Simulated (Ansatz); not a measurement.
Reference: MgS (Fm-3m), r2SCAN with spin-orbit coupling, rigid bands (plane waves, PAW; Ansatz, a program for electronic structure); axes and stresses refer to this cell.

```
MgS
1.0
    0.00000     2.60158     2.60158
    2.60158     0.00000     2.60158
    2.60158     2.60158     0.00000
Mg S
1 1
Direct
  0.00000   0.00000   0.00000
  0.50000   0.50000   0.50000
```

The hole conductivity mass comes out as 1.22 mₑ. The band gap is 3.43 eV and the Seebeck coefficient, p-type 1e19 cm⁻³ is 432 μV/K.

Q: After one change the values are hole conductivity mass 0.79 mₑ; band gap 3.36 eV; Seebeck coefficient, p-type 1e19 cm⁻³ 340 μV/K. Name the change that produced these shifts.
A. hydrostatic pressure 5 GPa
B. uniaxial stress along [111] of 2 GPa (compression positive)
C. biaxial stress xx = yy = 1 GPa (compression positive)
D. uniaxial stress along [111] of 1 GPa (compression positive)

A: B, uniaxial stress along [111] of 2 GPa (compression positive)

Masses are for dilute carriers at 300 K, harmonic means over directions unless an axis is named. Seebeck coefficients are for the stated density at 300 K, with one relaxation time for all states and whether or not that doping can be reached. Stresses and pressures are the targets of the relaxation.  The structure type is held under load, also where the real crystal would transform.
